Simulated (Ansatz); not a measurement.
# Input and output of a self-consistent single point for SiSbPt5 (P4mm, 7 atoms in the cell) (Ansatz)

Method: LDA (PW92), default PAW files made with PBE (plane waves; Ansatz, a program for electronic structure).

This input was run:

Ansatz 0.2 input:
```yaml
# SiSbPt5
crystal:
  lattice:
    - [3.912768, 0.000000, 0.000000]
    - [0.000000, 3.912768, 0.000000]
    - [0.000000, 0.000000, 7.484211]
  atoms:
    - { symbol: Si, position: [0.500000, 0.500000, 0.006681] }
    - { symbol: Sb, position: [0.000000, 0.000000, 0.500000] }
    - { symbol: Pt, position: [0.000000, 0.000000, 0.000000] }
    - { symbol: Pt, position: [0.500000, 0.000000, 0.748820] }
    - { symbol: Pt, position: [0.500000, 0.000000, 0.251180] }
    - { symbol: Pt, position: [0.000000, 0.500000, 0.748820] }
    - { symbol: Pt, position: [0.000000, 0.500000, 0.251180] }
basis:
  ecutwfc: 420.0 eV
kpoints:
  mp_grid:
    grid: [7, 7, 3]
hamiltonian:
  xc: lda
  pseudopotentials:
    kind: paw
scf:
  occupations:
    method: gaussian
    width: 0.1 eV
output:
  forces: true
  eigenvalues: true
  stress: true
```

Log, with long lists cut:

```
WARN ansatz: RAYON_NUM_THREADS=1 ignored (pool sized by the plan → 1); use --threads N
Pseudopotentials: kind: paw
Pseudopotential: Si, paw, valence charge 4
Pseudopotential: Sb, paw, valence charge 15
Pseudopotential: Pt, paw, valence charge 18
Crystal: 7 atoms, lattice volume = 114.581 Å³
Basis set: ecut = 420 eV, 2265 PW (Γ)
Bands: 66, of which v1, the nominal top of the filled ones, is band 55 counted from 1 (54 counted from 0)
Symmetry: 8 space group operations
Space group: P4mm (ITA 99), of the structure as read, at distance tolerance 4.9e-5 Å
k-points: 20 of 147 (time reversal used)
PAW frozen core: Si, regenerated for the run's functional, and the local potential with it
PAW frozen core: Sb, regenerated for the run's functional, and the local potential with it
PAW frozen core: Pt, regenerated for the run's functional, and the local potential with it
Initial density: superposition of atomic densities (neutral atoms: chi_scale 0, normalization atom), corrected by the library's trained network
Initial wavefunctions: pseudopotential atomic-orbital guess
Eigensolver: davidson
Functional: x = slater, c = lda
SCF iter   1: F=—  HF=-68171.386908 eV  |F-HF|=—  |Δ(HF+E_count)|=         —  Δρ=7.70e-3  dr2=3.20e-2  ethr=1.77e-3  ⟨swp⟩=5.9  Hψ=4897  notcnv=0  defer=1
all-band conjugate gradients solve this SCF's bands
preconditioner: auto → LDOS
SCF iter   2: F=—  HF=-68171.381928 eV  |F-HF|=—  |Δ(HF+E_count)|=   4.98e-3  Δρ=2.76e-3  dr2=8.86e-3  ethr=2.93e-5  ⟨swp⟩=2.0  Hψ=2214  notcnv=0  defer=6
SCF iter   3: F=—  HF=-68171.378344 eV  |F-HF|=—  |Δ(HF+E_count)|=   3.58e-3  Δρ=7.34e-4  dr2=7.44e-4  ethr=8.13e-6  ⟨swp⟩=2.0  Hψ=1942  notcnv=0  defer=6
SCF iter   4: F=—  HF=-68171.378157 eV  |F-HF|=—  |Δ(HF+E_count)|=   1.87e-4  Δρ=2.35e-4  dr2=7.84e-5  ethr=6.83e-7  ⟨swp⟩=2.0  Hψ=1930  notcnv=0  defer=6
SCF iter   5: F=—  HF=-68171.378113 eV  |F-HF|=—  |Δ(HF+E_count)|=   4.33e-5  Δρ=5.98e-5  dr2=5.41e-6  ethr=7.19e-8  ⟨swp⟩=2.0  Hψ=1912  notcnv=0  defer=6
SCF iter   6: F=—  HF=-68171.378113 eV  |F-HF|=—  |Δ(HF+E_count)|=   6.01e-7  Δρ=2.77e-5  dr2=1.31e-6  ethr=4.97e-9  ⟨swp⟩=2.1  Hψ=1652  notcnv=0  defer=6
SCF iter   7: F=—  HF=-68171.378113 eV  |F-HF|=—  |Δ(HF+E_count)|=   2.23e-7  Δρ=6.61e-6  dr2=1.40e-7  ethr=1.20e-9  ⟨swp⟩=2.2  Hψ=1740  notcnv=0  defer=6
SCF iter   8: F=-68171.378113 eV  HF=-68171.378113 eV  |F-HF|=1.19e-9  |Δ(HF+E_count)|=   1.69e-8  Δρ=1.03e-6  dr2=1.50e-9  ethr=9.17e-11  ⟨swp⟩=8.9  Hψ=5299  notcnv=0
SCF 1 converged in 8 iterations: F = -68171.378113 eV  dr2 = 1.50e-9
SCF converged after 8 iterations
Free energy (F): -68171.378113 eV
Harris-Foulkes:  -68171.378113 eV  (|F-HF|=1.19e-9)
Internal energy: -68171.357465 eV  (E = F + TS)
E sigma→0 (E₀):  -68171.367789 eV
Entropy (-TS):   -0.020647 eV (-2.950 meV/atom)
Fermi energy:    19.552101 eV
--- Per-component energies (eV) ---
  E_band       = -1013.396785
  E_kinetic    = 3455.679207
  E_local      = -10747.749279  (includes V_loc(G=0)·N_el)
  E_nonlocal   = 1429.249177
  E_hartree    = 4247.997586
  E_xc         = -1499.540647
  E_vxc        = -1664.960070  (∫ρ·V_xc dr)
  E_paw        = -50806.360247  (= ΣΔE_a)
  E_vpaw       = -1981.611932  (= ΣTr[D̂ρ^β])
  E_aug_tail   = 0.000873  (compensation charges beyond the density's cutoff)
  E_ewald      = -14253.596637
  E_core_change = 2.962502  (= ΣΔE_core)
  E_smearing   = -0.020647  (= −TS)
  E_closure    = 0.000000  (closes the sum)
  Σ components = -68171.378113   (vs F -68171.378113, Δ=0.00e0)
--- Forces (eV/Å), atoms counted from 1 ---
  atom   1  Si     0.00000000     0.00000000    -0.09759157
  atom   2  Sb     0.00000000     0.00000000     0.08764177
  atom   3  Pt     0.00000000     0.00000000    -0.09459731
  atom   4  Pt     0.00000000     0.00000000     0.08679648
  atom   5  Pt     0.00000000     0.00000000    -0.03451019
  atom   6  Pt    -0.00000000     0.00000000     0.08679648
  atom   7  Pt     0.00000000     0.00000000    -0.03451019
  max |Σ_I F_I| component: 2.55e-5 eV/Å
--- Stress (GPa, compression-positive) ---
       -3.986196       0.000000       0.000000
        0.000000      -3.986196       0.000000
        0.000000       0.000000      -3.062262
  P = ⅓ Tr σ = -3.6782 GPa (-36.782 kbar)
  The stress holds the Pulay correction. Without it, at fixed plane waves, as pw.x and ABINIT print it: P = -3.7352 GPa
--- Band table (eV; the first three rows and the last of 20) ---
  k-point 0: bands = ["-79.4404", "-79.4166", "-79.3582", "-79.3340", "-79.2531", "-33.7405", "-33.7405", "-33.6644", "-33.6577", "-33.6577", "-33.5675", "-33.5644", "-33.4822", "-33.4489", "-33.4489", "-33.3951", "-33.3951", "-33.3391", "-33.3391", [...]
  k-point 1: bands = ["-79.4403", "-79.4166", "-79.3582", "-79.3340", "-79.2530", "-33.7405", "-33.7405", "-33.6660", "-33.6577", "-33.6577", "-33.5674", "-33.5620", "-33.4823", "-33.4488", "-33.4488", "-33.3952", "-33.3952", "-33.3391", "-33.3391", [...]
  k-point 2: bands = ["-79.4391", "-79.4177", "-79.3569", "-79.3351", "-79.2532", "-33.7325", "-33.7317", "-33.6757", "-33.6492", "-33.6354", "-33.5764", "-33.5627", "-33.4902", "-33.4567", "-33.4541", "-33.3968", "-33.3897", "-33.3537", "-33.3475", [...]
  k-point 19: bands = ["-79.4287", "-79.4275", "-79.3461", "-79.3449", "-79.2547", "-33.8389", "-33.7456", "-33.6432", "-33.6423", "-33.6394", "-33.5426", "-33.5391", "-33.5385", "-33.5200", "-33.4496", "-33.3729", "-33.3598", "-33.3561", [...]
```

The run converged in 8 iterations.

The starting cell comes from a database of computed structures (which also holds hypothetical and non-ambient phases and stackings), without a prior relaxation at this level. Its lattice was rescaled by up to half a per cent. One atom was moved a little off its site on purpose. Spin-orbit coupling is off. Spin polarisation is off. With a pressure of about -4 GPa the cell is away from its equilibrium volume at this level. Ansatz's pressure includes its estimate of the finite-basis (Pulay) stress.
